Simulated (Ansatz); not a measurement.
Take SiC in the zinc blende structure (space group F-43m, No. 216; a = 4.356 Å) as the base. Axes: x, y, z lie along the cube axes.

Calculations: r2SCAN, PAW, 500 eV (Ansatz, a first-principles code; no spin-orbit coupling).

Now apply this change: tensor shear ε_xy = +0.57 % (engineering shear γ = 0.0114); the atoms relax in the strained cell.

Question: Predict the stress tensor and what it implies for the stiffness.

Answer: Stress of the strained cell less that of the base (GPa, compression positive):
```
   0.03   -2.98    0.00
  -2.98    0.03    0.00
   0.00    0.00    0.00
```

Then −Δσ/γ with γ = 2ε = 0.0114 gives relaxed-ion elastic constants: C66 ≈ 261 GPa.

Whether these cells are dynamically stable was not tested.
